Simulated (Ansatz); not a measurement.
Worked example: relaxation of the atoms of VW3 (I4mm, 4 atoms in the cell) in Ansatz (a program for electronic structure).

Level of theory: LDA (PW92), default PAW files made with PBE (plane waves; Ansatz).

The change in words: one atom moved by 0.15 angstrom; relax: default → atoms; relax.f_tol: default → 0.05 eV/Å. Reference geometry:
```
VW3
1.0
    0.00000     3.10949     3.10949
    3.10949     0.00000     3.10949
    3.10949     3.10949     0.00000
V W
1 3
Cartesian
  0.00000   0.00000   0.00000
  1.55474   1.55474   1.55474
  4.66423   4.66423   4.66423
  3.10949   3.10949   3.10949
```

Reference input (self-consistent single point, DFT, LDA (PW92), plane waves, default PAW files made with PBE): basis.ecutwfc = 420 eV; kpoints.mp_grid.grid = 9 9 9; hamiltonian.xc = lda; hamiltonian.pseudopotentials = {kind: paw} (the program's default PAW files); scf.occupations.method = gaussian; scf.occupations.width = 0.1 eV. This run's input differs from it in these lines:

```diff
@@ -6,3 +6,3 @@
   atoms:
-    - { symbol: V, position_ang: [0.000000, 0.000000, 0.000000] }
+    - { symbol: V, position_ang: [0.000000, 0.000000, 0.150002] }
     - { symbol: W, position_ang: [1.554744, 1.554744, 1.554744] }
@@ -19,2 +19,4 @@
   occupations: { method: gaussian, width: 0.1 eV }
+relax:
+  f_tol: 0.05
 output:
```

The program printed (abridged):

```
   [... SCF lines of the steps left out ...]
relax step   1: F+E_penalty+E_count = -33250.19630591 eV  Δ(F+E_penalty+E_count) = +0.000e0 eV  max|allowed force component| = 1.984e0 eV/Å  Δτ_max = 0.0000 Å  (6 SCF iters, dr2 threshold 6.25e-5 eV, accepted)
relax step   2: F+E_penalty+E_count = -33250.26231217 eV  Δ(F+E_penalty+E_count) = -6.601e-2 eV  max|allowed force component| = 1.324e0 eV/Å  Δτ_max = 0.1904 Å  (6 SCF iters, dr2 threshold 1.00e-4 eV, accepted)
relax step   3: F+E_penalty+E_count = -33250.34491377 eV  Δ(F+E_penalty+E_count) = -8.260e-2 eV  max|allowed force component| = 1.977e-2 eV/Å  Δτ_max = 0.0785 Å  (6 SCF iters, dr2 threshold 1.00e-4 eV, accepted)
relax step   4: F+E_penalty+E_count = -33250.34491377 eV  Δ(F+E_penalty+E_count) = -7.640e-10 eV  max|allowed force component| = 1.980e-2 eV/Å  Δτ_max = 0.0000 Å  (6 SCF iters, accepted)
the relaxation is at rest under the 8 symmetry operations that the run kept from its start: a minimum is not shown …
Stability not checked: this state was not tested for a lower state beside it, because too few of the mixer's solves of this state at the end of the SCF gave a …
Free energy (F): -33250.344914 eV
Internal energy: -33250.337876 eV  (E = F + TS)
E sigma→0 (E₀):  -33250.341395 eV
Entropy (-TS):   -0.007038 eV (-1.759 meV/atom)
Fermi energy:    21.050318 eV
--- Forces (eV/Å), atoms counted from 1 ---
  atom   1  V      0.00000000     0.00000000    -0.00899269
   [... lines left out ...]
  atoms:
    - { symbol: V, position: [0.006122606764793113, 0.006122606764793113, -0.0061226067647931395] }
    - { symbol: W, position: [0.2560528515636657, 0.2560528515636657, 0.24394714843633425] }
    - { symbol: W, position: [0.7560528515636659, 0.7560528515636659, 0.7439471484363341] }
    - { symbol: W, position: [0.5058915696121927, 0.5058915696121927, 0.4941084303878073] }
```

The run converged.  The full log also holds: “iter 4 did not close the SCF: its close was put off for the readings that it lacked (scf_convergence_deferred on its scf_iter line)”. The full log also holds: “iter 5 did not close the SCF: its close was put off for the readings that it lacked (scf_convergence_deferred on its scf_iter line)”.

Summary of the result:
- Free energy E − TS (on the zero of these files): -33250.3449 eV
- Fermi level (on the code's own zero): 21.05 eV
- Pressure: -6.93 GPa
- Largest force (vector length): 0.020 eV/Å
- Relaxation steps: 4

The starting cell comes from a database of computed structures (which also holds hypothetical and non-ambient phases and stackings), without a prior relaxation at this level. Its lattice was rescaled by up to half a per cent. For this run, on top of that: one atom moved by 0.15 angstrom. Spin polarisation is off. The relaxation keeps the symmetry of its start, so its end need not be a minimum. Ansatz's pressure includes its estimate of the finite-basis (Pulay) stress.

Cost on one core of a shared machine: roughly 50 s.

Keys are those of Ansatz 0.2.
